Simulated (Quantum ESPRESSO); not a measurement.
**A short convergence ladder for InBi (F-43m, 2 atoms in the cell)**

```yaml
crystal:
  lattice:
    - [-3.39369, 0.00000, 3.39369]
    - [0.00000, 3.39369, 3.39369]
    - [-3.39369, 3.39369, 0.00000]
  atoms:
    - { symbol: In, position: [0.00000, 0.00000, 0.00000] }
    - { symbol: Bi, position: [0.25000, 0.25000, 0.25000] }
```

Base method: LDA (PW92), PseudoDojo standard norm-conserving (LDA) pseudopotentials (plane waves; Quantum ESPRESSO).

Base settings: ecutwfc = 70 Ry; occupations = smearing; smearing = gaussian; degauss = 0.0073499 Ry; potentials = {In: In.upf, Bi: Bi.upf}; K_POINTS = automatic 6 6 6 0 0 0; conv_thr = 1e-10 Ry; mixing_beta = 0.3.

**Zone-centre phonons against the cutoff**

In this ladder: ph.x.tr2_ph = 1e-14; ph.x.fildyn = dyn.G; dynmat.x.fildyn = dyn.G; dynmat.x.asr = simple.

The mesh stays at the base's, so the ladder's end is converged at best in this setting alone.

Frequencies are those of the unrelaxed cell, without the LO-TO term of polar crystals.

Only quantities that move along the ladder and can be compared are tabulated.

```csv
ecutwfc,highest zone-centre frequency (cm⁻¹)
35 Ry,114.0
49 Ry,121.9
60 Ry,121.4
70 Ry,121.7
84 Ry,121.7
```

Coarsest ecutwfc that holds the highest zone-centre frequency within 5 cm⁻¹ of the last step, with all finer ones: 49 Ry; the step before is off by 7.6 cm⁻¹.

On the base run: the starting cell comes from a database of computed structures (which also holds hypothetical and non-ambient phases and stackings), without a prior relaxation at this level. Its lattice was rescaled by up to half a per cent.
